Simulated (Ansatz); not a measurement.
An armchair WSe2 nanoribbon, N = 6, bare edges, relaxed period 5.683 Å, atoms relaxed at each strain.

| strain | energy (meV a period) | axial force (nN) |
|---|---|---|
| -0.015 | +31.0 | -1.16 |
| +0.015 | +29.5 | +1.11 |

Level of theory: PBE (plane waves to 420 eV, PAW; Ansatz, an electronic-structure program). Mesh 1×1×6. No spin polarisation, so a magnetic state wasn't tested. It repeats along c; a and b span vacuum. A hypothetical model, cut from the flat sheet. Only distortions within the start's symmetry and period were free. Values not marked SOC lack spin–orbit coupling. Buckling under compression is shut out by symmetry and the short period. Energies are free energies at a Fermi–Dirac width of 0.02 eV, from the unstrained cell.

Q: Work out the axial stiffness dF/dε in two ways.

A: From the forces: (+1.11 − (-1.16))/0.030 = 75.7 nN. From the energies: (E₊ + E₋)/(ε² c) = 0.0605 eV/(0.015² × 5.683 Å) = 47.31 eV/Å = 75.8 nN. The two agree to within 1 %.
